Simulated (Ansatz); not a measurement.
# Cubic perovskite CsCaF3

All values below come from r²SCAN+SOC in Ansatz (plane waves, PAW).

Numerical settings: plane-wave cutoff 560 eV, 8×8×8 k mesh, Fermi–Dirac smearing 0.01 eV, PAW data made under PBE.

Cell (relaxed at this level):

```xyz
5
Lattice="4.5168 0.0000 0.0000 0.0000 4.5168 0.0000 0.0000 0.0000 4.5168" Properties=species:S:1:pos:R:3 pbc="T T T"
Cs     0.0000     0.0000     0.0000
Ca     2.2584     2.2584     2.2584
F      2.2584     0.0000     2.2584
F      0.0000     2.2584     2.2584
F      2.2584     2.2584     0.0000
```

```
Quantity                                               Value
------------------------------------------  ----------------
bulk modulus B0                                     54.9 GPa
band gap                                    8.01 eV (direct)
pressure derivative B′ of the bulk modulus               4.7
```

Measured, for comparison: bulk modulus 50.9 GPa (room temperature, no zero-point or thermal correction; as tabulated in Vaitheeswaran et al. (2016), arXiv:1609.00541). Computed (rounded) less measured: bulk modulus +8 %. A static lattice is as a rule a little smaller and stiffer than an uncorrected measurement, which narrows the difference in the bulk modulus and would widen misses of the other sign.

Note: the relaxation could not lower the start's symmetry, so the cell can be a saddle point above a distorted one.

Computing time: around 23 core-minutes (rough).

Ansatz is a quantum-chemistry and plane-wave program.
